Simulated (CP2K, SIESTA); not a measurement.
A SIESTA input for a self-consistent single point of AlN (F-43m, 2 atoms in the cell) (DFT, GGA PBEsol, numerical atomic orbitals DZP, PseudoDojo PBEsol standard norm-conserving potentials (rewritten from UPF to PSML)):

```
# files in the folder: Al.psml N.psml (PseudoDojo PBEsol standard)
SystemName  AlN
SystemLabel aln

NumberOfAtoms                2
NumberOfSpecies              2
%block ChemicalSpeciesLabel
  1 13 Al
  2 7 N
%endblock ChemicalSpeciesLabel
LatticeConstant              3.088635 Ang
%block LatticeVectors
     0.000000000    0.707106861    0.707106861
     0.707106861    0.000000000    0.707106861
     0.707106861    0.707106861    0.000000000
%endblock LatticeVectors
AtomicCoordinatesFormat      Fractional
%block AtomicCoordinatesAndAtomicSpecies
     0.000000000    0.000000000    0.000000000  1
     0.750000000    0.750000000    0.750000000  2
%endblock AtomicCoordinatesAndAtomicSpecies

XC.functional                GGA
XC.authors                   PBEsol
PAO.BasisSize                DZP
PAO.EnergyShift              0.01 Ry
MeshCutoff                   350 Ry
%block kgrid.MonkhorstPack
    7   0   0  0.0
    0   7   0  0.0
    0   0   7  0.0
%endblock kgrid.MonkhorstPack
OccupationFunction           FD
ElectronicTemperature        10 K

MaxSCFIterations             150
SCF.Mixer.Method             Pulay
SCF.Mixer.Weight             0.25
SCF.Mixer.History            6
SCF.DM.Tolerance             1.0E-05
Diag.ParallelOverK           true
WriteForces                  true
```

Problem. Give the CP2K input for the same structure, mesh, smearing and functional.

Solution. This is the input that was run; spellings and numerical settings could be chosen otherwise.

```
&GLOBAL
  PROJECT run
  RUN_TYPE ENERGY_FORCE
  PRINT_LEVEL MEDIUM
&END GLOBAL
&FORCE_EVAL
  METHOD Quickstep
  STRESS_TENSOR ANALYTICAL
  &DFT
    BASIS_SET_FILE_NAME BASIS_MOLOPT
    POTENTIAL_FILE_NAME GTH_POTENTIALS
    &QS
      METHOD GPW
      EPS_DEFAULT 1E-10
    &END QS
    &MGRID
      CUTOFF 400
      REL_CUTOFF 50
      NGRIDS 4
    &END MGRID
    &SCF
      SCF_GUESS ATOMIC
      EPS_SCF 1E-6
      MAX_SCF 100
      ADDED_MOS 4
      &DIAGONALIZATION
        ALGORITHM STANDARD
      &END DIAGONALIZATION
      &MIXING
        METHOD BROYDEN_MIXING
        ALPHA 0.3
        NBUFFER 8
      &END MIXING
    &END SCF
    &KPOINTS
      SCHEME MONKHORST-PACK 7 7 7
    &END KPOINTS
    &XC
      &XC_FUNCTIONAL
        &PBE
          PARAMETRIZATION PBESOL
        &END PBE
      &END XC_FUNCTIONAL
    &END XC
    &PRINT
      &MO
        EIGENVALUES T
        OCCUPATION_NUMBERS T
        NDIGITS 8
        FILENAME mo
        &EACH
          QS_SCF 0
        &END EACH
        ADD_LAST NUMERIC
      &END MO
      &MULLIKEN ON
      &END MULLIKEN
    &END PRINT
  &END DFT
  &SUBSYS
    &CELL
      A 3.08863500 0.00000000 0.00000000
      B 1.54431800 2.67483700 0.00000000
      C 1.54431800 0.89161200 2.52186000
      PERIODIC XYZ
    &END CELL
    &COORD
      SCALED
      Al       0.00000000     0.00000000     0.00000000
      N        0.75000000     0.75000000     0.75000000
    &END COORD
    &KIND Al
      BASIS_SET DZVP-MOLOPT-SR-GTH-q3
      POTENTIAL GTH-PBE-q3
    &END KIND
    &KIND N
      BASIS_SET DZVP-MOLOPT-SR-GTH-q5
      POTENTIAL GTH-PBE-q5
    &END KIND
  &END SUBSYS
  &PRINT
    &FORCES ON
    &END FORCES
    &STRESS_TENSOR ON
    &END STRESS_TENSOR
  &END PRINT
&END FORCE_EVAL
```

Basis settings and potentials, where a program has them, do not carry over. This input uses DFT PBEsol, GPW, DZVP-MOLOPT-SR-GTH basis, GTH-PBE potentials (GTH_POTENTIALS). Both were run: pressure 3.38 GPa in SIESTA and 3.79 in CP2K; gap on the mesh 3.494 eV in SIESTA and 3.484 in CP2K.

On SIESTA: the starting cell comes from a database of computed structures (which also holds hypothetical and non-ambient phases and stackings), without a prior relaxation at this level. Values carry the incompleteness of an atom-centred basis. With a pressure of about 3 GPa the cell is away from its equilibrium volume at this level.

On CP2K: the starting cell comes from a database of computed structures (which also holds hypothetical and non-ambient phases and stackings), without a prior relaxation at this level. Values carry the incompleteness of an atom-centred basis. The potentials were made for another functional than the one used. With a pressure of about 4 GPa the cell is away from its equilibrium volume at this level.
